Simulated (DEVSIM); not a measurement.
Device: Ti/SiO2/p-Si capacitor, at 300 K.

```csv
layer (left to right),material,thickness (nm),Na (cm⁻³)
1,SiO2,8.00,-
2,Si,3400,2.8e16
```

Metal gate on the left, work function 4.33 eV. Fixed charge at the semiconductor interface 1.2e10 cm⁻² (in units of +e); no interface traps.

The device is made up for the run: typed textbook-type constants, with dimensions and the other settings drawn at random. Values at 300 K.

| parameter | SiO2 | Si |
|---|---|---|
| gap (eV) | 9 | 1.124 |
| affinity (eV) | 0.9 | 4.05 |
| permittivity | 3.9 | 11.7 |
| Nc (cm⁻³) | - | 2.86e19 |
| Nv (cm⁻³) | - | 3.1e19 |

Model (solved in DEVSIM): 1D Poisson equation in equilibrium, Boltzmann statistics, complete ionisation; no quantum confinement or tunnelling. Metal contacts follow the ideal Schottky-Mott rule: no Fermi-level pinning, no interface dipoles.

The interface trap density was swept, all else fixed.

```
interface trap density (cm^-2 eV^-1)  minimum of the low-frequency capacitance (μF/cm²)  threshold voltage (band bending 2φF) (V)  flat-band voltage (V)
------------------------------------  -------------------------------------------------  ----------------------------------------  ---------------------
0                                                                                0.0544                                      0.29                  -0.67
1e10                                                                             0.0556                                      0.29                  -0.67
1e11                                                                             0.0662                                      0.30                  -0.69
3e11                                                                             0.0876                                      0.31                  -0.73
1e12                                                                              0.147                                      0.35                  -0.89
2e12                                                                              0.203                                      0.41                  -1.12
```

From the first row to the last the minimum of the low-frequency capacitance goes from 0.0544 to 0.203. From the first row to the last the threshold voltage (band bending 2φF) goes from 0.29 to 0.41.
